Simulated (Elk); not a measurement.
Input and output of a self-consistent single point for NbC (Fm-3m, 2 atoms in the cell) (Elk).

Method of the run: PBEsol, spin-orbit coupling in second variation, all-electron FP-LAPW, Elk's shipped species files, LAPW+lo basis run with Elk 10.2.4.

```xyz
2
Lattice="0.0000 2.2540 2.2540 2.2540 0.0000 2.2540 2.2540 2.2540 0.0000" Properties=species:S:1:pos:R:3 pbc="T T T"
Nb     0.0000     0.0000     0.0000
C      2.2540     2.2540     2.2540
```

Reference input (self-consistent single point, DFT, PBEsol, all-electron FP-LAPW, Elk's shipped species files, LAPW+lo basis): xctype = 22; rgkmax = 7.5; stype = 0; swidth = 0.00367493 Ha; ngridk = 17 17 17; gmaxvr = 16 1/bohr; nxoapwlo = 1; rmtscf = 0.91. This run's input differs from it in these lines:

```diff
@@ -5,2 +5,5 @@
   22
+
+spinorb
+  .true.
 
@@ -17,2 +20,8 @@
   0.91
+
+lmaxi
+  3
+
+nempty
+  10
```

Output (repeated stretches shortened):

```
│ Self-consistent loop started │
│ Loop number : 1 │
 total energy                :     -3849.73226547
 total moment                :   0.1206935418E-22  0.1053333978E-22  0.1505238340E-22
│ Loop number : 2 │
 total energy                :     -3850.04606599
 total moment                :  -0.2035136123E-22  0.5009638164E-23  0.5031783373E-23
RMS change in Kohn-Sham potential (target) :    1.675699771     (  0.1000000000E-05)
Absolute change in total energy (target)   :   0.3138005200     (  0.1000000000E-03)
│ Loop number : 3 │
 total energy                :     -3849.96351699
   [... lines left out ...]
 total energy                :     -3856.42454127
 total moment                :  -0.1562255887E-22 -0.7235006494E-22 -0.1850859474E-21
RMS change in Kohn-Sham potential (target) :   0.3075279931E-05 (  0.1000000000E-05)
Absolute change in total energy (target)   :   0.1999216074E-03 (  0.1000000000E-03)
│ Loop number : 16 │
 total energy                :     -3856.42454396
 total moment                :  -0.1960737219E-22 -0.1646436478E-22 -0.4604516731E-22
RMS change in Kohn-Sham potential (target) :   0.3832615926E-06 (  0.1000000000E-05)
Absolute change in total energy (target)   :   0.4728797148E-04 (  0.1000000000E-03)
Convergence targets achieved

│ Loop number : 17 │

Energies :
 Fermi                       :     0.513359568369
 xc effective B-field        :    -0.311468522347E-08
 external B-field            :      0.00000000000
 total energy                :     -3856.42455458
 (external B-field energy excluded from total)

Density of states at Fermi energy :    17.59392089
 (states/Hartree/unit cell)

Estimated indirect band gap :   0.1376095618E-02
 from k-point     37 to k-point      2
Estimated direct band gap   :   0.1824469631E-01
 at k-point      1

Charges :
 core                        :    30.00000000
 valence                     :    17.00000000
 interstitial                :    3.582298756
 muffin-tins (core leakage)
  species :    1 (Nb)
   atom    1                 :    38.61822339     (  0.5482492050E-05)
  species :    2 (C)
   [... lines left out ...]
 muffin-tins
  species :    1 (Nb)
   atom    1                 :  -0.2337779182E-22 -0.1336611285E-22  0.1037905392E-22
  species :    2 (C)
   atom    1                 :  -0.8153287722E-24  0.3388733792E-23 -0.2283141902E-23
 total in muffin-tins        :  -0.2419312060E-22 -0.9977379057E-23  0.8095912020E-23
 total moment                :  -0.7830428318E-22 -0.5842210004E-22  0.6347906624E-23

│ Self-consistent loop stopped │
```

The run converged in 17 iterations. The count includes the last loop, which Elk runs after its targets are met. 

The starting cell comes from a database of computed structures (which also holds hypothetical and non-ambient phases and stackings), without a prior relaxation at this level. Values depend on the basis (sphere radii, cutoffs, local orbitals), which need not be converged. The log's line on a gap gives a spacing of levels on this mesh, which the program prints for metals too.

Cost on one core of a shared machine: roughly 60 s.
